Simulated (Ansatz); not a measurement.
Base system: BN in the wurtzite structure (space group P6_3mc, No. 186; a = 2.523 Å, c = 4.175 Å). Axes: x lies along a and z along c of the hexagonal cell.

Calculations: LDA (Ansatz, a program for electronic structure, PAW, scalar-relativistic without spin-orbit coupling).

Base values:

- Smallest direct gap: 8.29 eV
- Pressure: 0.00 GPa

Modification: uniaxial strain ε_xx = −3.00 %, all other strain components held at zero, atoms relaxed at fixed cell.

Question: What happens to the smallest direct gap and pressure?

Answer: The smallest direct gap falls by 0.19 eV, from 8.29 eV to 8.10 eV; the pressure (mean of the normal stresses, compression positive) goes from zero to 13.07 GPa.

No phonon test of stability was made.
